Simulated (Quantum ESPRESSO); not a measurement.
Input and output of a self-consistent single point for Nb (Im-3m, 1 atom in the cell) (Quantum ESPRESSO).

Method of the run: PBE, spin-orbit coupling, PseudoDojo fully relativistic norm-conserving (PBE) pseudopotentials (plane waves; Quantum ESPRESSO).

```
Nb
1.0
   -1.68370     1.68370     1.68370
    1.68370    -1.68370     1.68370
    1.68370     1.68370    -1.68370
Nb
1
Direct
  0.00000   0.00000   0.00000
```

Reference input (self-consistent single point, DFT, PBE, plane waves, PseudoDojo standard norm-conserving (PBE) pseudopotentials): ecutwfc = 85 Ry; occupations = smearing; smearing = fermi-dirac; degauss = 0.0073499 Ry; potentials = {Nb: Nb.upf}; K_POINTS = automatic 11 11 11 0 0 0; conv_thr = 1e-10 Ry; mixing_beta = 0.7. This run's input differs from it in these lines:

```diff
@@ -16,2 +16,4 @@
   degauss = 0.0073499
+  noncolin = .true.
+  lspinorb = .true.
 /
```

Its files differ too (potentials: PseudoDojo fully relativistic norm-conserving (PBE)).

The program printed (abridged):

```
     Self-consistent Calculation

     iteration #  1     ecut=    85.00 Ry     beta= 0.70

     Threshold (ethr) on eigenvalues was too large:
     Diagonalizing with lowered threshold

     total energy              =    -124.55022528 Ry
     estimated scf accuracy    <       0.09788655 Ry

     iteration #  2     ecut=    85.00 Ry     beta= 0.70

     total energy              =    -124.57184838 Ry
     estimated scf accuracy    <       0.00660437 Ry

     iteration #  3     ecut=    85.00 Ry     beta= 0.70

     total energy              =    -124.57311319 Ry
     estimated scf accuracy    <       0.00016871 Ry

   [... 3 blocks of this kind left out ...]

     iteration #  7     ecut=    85.00 Ry     beta= 0.70

     total energy              =    -124.57312303 Ry
     estimated scf accuracy    <          2.4E-10 Ry

     iteration #  8     ecut=    85.00 Ry     beta= 0.70
     End of self-consistent calculation

     the Fermi energy is    16.8081 ev

!    total energy              =    -124.57312304 Ry
     estimated scf accuracy    <          2.6E-11 Ry
     smearing contrib. (-TS)   =      -0.00401530 Ry
     internal energy E=F+TS    =    -124.56910774 Ry

     convergence has been achieved in   8 iterations

     Forces acting on atoms (cartesian axes, Ry/au):

     atom    1 type  1   force =     0.00000000    0.00000000    0.00000000

     Total force =     0.000000     Total SCF correction =     0.000000

          total   stress  (Ry/bohr**3)                   (kbar)     P=      -71.91
  -0.00048880  -0.00000000  -0.00000000          -71.91       -0.00       -0.00
  -0.00000000  -0.00048880  -0.00000000           -0.00      -71.91       -0.00
  -0.00000000  -0.00000000  -0.00048880           -0.00       -0.00      -71.91

   JOB DONE.
```

The run converged in 8 iterations. Against the reference run the pressure goes from -7.35 to -7.19 GPa.

The starting cell comes from a database of computed structures (which also holds hypothetical and non-ambient phases and stackings), without a prior relaxation at this level. Its lattice was rescaled by a random factor within 2.5 % of one. With a pressure of about -7 GPa the cell is away from its equilibrium volume at this level.

Cost on one core of a shared machine: roughly 40 s.
